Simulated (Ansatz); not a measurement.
The reference is BaTe in the rock salt structure (space group Fm-3m, No. 225).

```xyz
2
Lattice="0.0000 3.4707 3.4707 3.4707 0.0000 3.4707 3.4707 3.4707 0.0000" Properties=species:S:1:pos:R:3 pbc="T T T"
Ba     0.0000     0.0000     0.0000
Te     3.4707     3.4707     3.4707
```

The values are results of PBEsol/PAW in Ansatz (a first-principles code), no spin-orbit coupling, not measurements.

For the base:

- Valley order = X along ⟨100⟩ 1.46 eV; a point along ⟨111⟩, about 0.2 Å⁻¹ from Γ 2.93 eV
- Lattice parameter a = 13.117 bohr
- Smallest direct gap = 1.82 eV

Modification: cell and atoms relaxed at a pressure of 0.3 GPa.

Problem. How does this affect the valley order?

Solution. The valley order (the lowest conduction-band minima on the path, energy above the VBM, named in the base's zone) goes from X along ⟨100⟩ 1.46 eV; a point along ⟨111⟩, about 0.2 Å⁻¹ from Γ 2.93 eV to X along ⟨100⟩ 1.44 eV; a point along ⟨111⟩, about 0.2 Å⁻¹ from Γ 2.93 eV; a point along ⟨110⟩, about 0.1 Å⁻¹ from Γ 2.93 eV.

Problem. Estimate the effect on the lattice parameter a.

Solution. The lattice parameter a drops by 0.042 bohr to 13.075 bohr.

Problem. How does this affect the smallest direct gap?

Solution. The smallest direct gap shrinks by 0.02 eV (1.82 eV → 1.80 eV).

With Te present, leaving out spin-orbit coupling can change the band edges. Load acts through the strain it causes; cell and atoms are relaxed under it. No phonon test of stability was made.
